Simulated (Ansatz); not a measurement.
System: B20 (FeSi-type) MnSi. Method: LDA (PAW; Ansatz, a program for electronic structure).

Settings: plane-wave cutoff 520 eV, 12×12×12 k mesh, Fermi–Dirac smearing 0.05 eV, spin-polarised with parallel moments, scalar-relativistic PAW data made under PBE.

Shape and atoms are relaxed at each volume.

Pressure at four volumes; x = ln(V/10.853 Å³). One pressure is withheld.

```tsv
V (Å³/atom)	x	P (GPa)
10.419	-0.0408	10.15
10.853	0.0000	0.00
11.070	0.0198	-4.31
11.287	0.0392	?
```

Task: Pass a parabola P(x) through the three rows shown, estimate the bulk modulus and its pressure derivative near zero pressure, and predict the withheld pressure.

Result: Slopes between the rows: (0.00 − (10.15))/(0.0000 − (-0.0408)) = -248.77 and (-4.31 − (0.00))/(0.0198 − (0.0000)) = -217.68 GPa. Their difference over the span 0.0606 is c = 31.09/0.0606 = 513.0 GPa, so P(x) = 10.15 + (-248.77)(x − (-0.0408)) + 513.0 (x − (-0.0408))(x − (0.0000)). At the middle row B = −dP/dx = −[-248.77 + 513.0 × 0.0408] = 227.8 GPa, and B′ = dB/dP = 2c/B = 4.5. At x = 0.0392 the parabola gives -8.14 GPa; the run gives -8.22 GPa. The Birch–Murnaghan fit to the energies at all volumes has B0 = 227 GPa and B′ = 4.2.

Measured, for comparison: bulk modulus 167 GPa (room temperature, no zero-point or thermal correction; as tabulated in Study of the compressibility of FeSi, MnSi, and CoS2 (JETP Letters), abstract). Computed less measured: bulk modulus +36 %.

Note: the collinear magnetic order is the start's and need not be the measured one.
